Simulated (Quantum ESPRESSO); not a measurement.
Quantum ESPRESSO 7.5, DFT, PBE, plane waves, SSSP 1.1.2 efficiency PBE: bcc Li, atoms displaced (Li8), 8 atoms. Basis and mesh were picked for this test and aren't claimed converged.

| Quantity | Value |
|---|---|
| cell | 6.08, 6.08, 6.08 Å; 109.5, 109.5, 109.5° |
| distance to the nearest atom | 2.90 to 2.98 Å |
| task | scf |
| k mesh | 4×4×4 |
| ecutwfc | 45 Ry |
| ecutrho | 360 Ry |
| occupations | smearing |
| smearing | mv |
| degauss | 0.02 Ry |
| conv_thr | 8e-09 Ry |
| tprnfor | true |
| tstress | false |
| k-point pools (-nk) | 8 |
| diagonalization | david (default) |
| k-points computed | 36 |
| bands | 16 |
| electrons | 24 |
| G-vectors of the density | 134729 |
| FFT grid | 72×72×72 |

Settings of this run: mixing_mode = TF, mixing_beta = 0.2, mixing_ndim = 8; 8 ranks.

```tsv
SCF iteration	band solver's avg # of iterations (first pass)	estimated scf accuracy (Ry)
1	2.0	1.32430958
2	1.0	0.89402681
3	1.0	0.04891551
4	2.0	0.02914787
5	2.0	0.01740564
6	1.0	0.00338071
7	2.0	0.00071220
8	1.5	0.00005486
9	3.7	0.00006544
10	2.0	0.00002561
11	1.1	0.00000242
12	2.4	0.00000616
13	1.0	0.00000191
14	1.0	0.00000165
15	1.0	0.00000135
16	1.0	0.00000138
17	1.0	0.00000142
18	2.0	0.00000001
19	5.7	0.00000003
20	1.0	9.9E-09
21	1.0	0.00000001
22	2.0	1.7E-09
```

It converged after 22 SCF iterations.

Problem. Which change of one setting makes this cycle converge in far fewer steps?

Solution. Several could match; the one computed here: mixing_beta = 0.7 (10 SCF iterations) or mixing_beta = 1 (10 SCF iterations) or mixing_beta = 0.4 (12 SCF iterations), all else kept. The other changes of this size gave: mixing_mode = local-TF (17); mixing_mode = plain (19); mixing_beta = 0.1 (19). The first change moves the result by: energy equal as printed, forces (largest component) 0.090 meV/Å. Counts are of single runs.
